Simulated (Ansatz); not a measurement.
The starting structures come from a database of crystals and need not be the phases stable at ambient conditions.

 Where the default PAW files enter, the runs use the earlier of Ansatz's two default sets.

By LDA, the system below comes out a metal.

The ballistic (Sharvin) conductance counts the channels at the Fermi level: G/A = (e²/h) × channels of both spins per area.

Input:

```
Cu
1.0
    4.11257     0.00000     0.00000
    0.00000     4.38919     0.00000
    0.00000     2.19459     1.26705
Cu
2
Direct
  0.75000   0.66667   0.00000
  0.25000   0.33333   0.00000
```

Space group of this cell: P6_3/mmc, hcp (Mg type). The cell is taken as given; by LDA its mean pressure is -8.1 GPa.

The current flows along the normal of the first two printed cell vectors, the (110) plane of the conventional cell. No spin-orbit coupling; the value is a mean over 0.1 eV about the Fermi level.

Problem. Predict the ballistic conductance per area from LDA (Ansatz, a quantum-chemistry and plane-wave program).

Solution. 1.2 × 10¹⁵ S/m² for both spins.
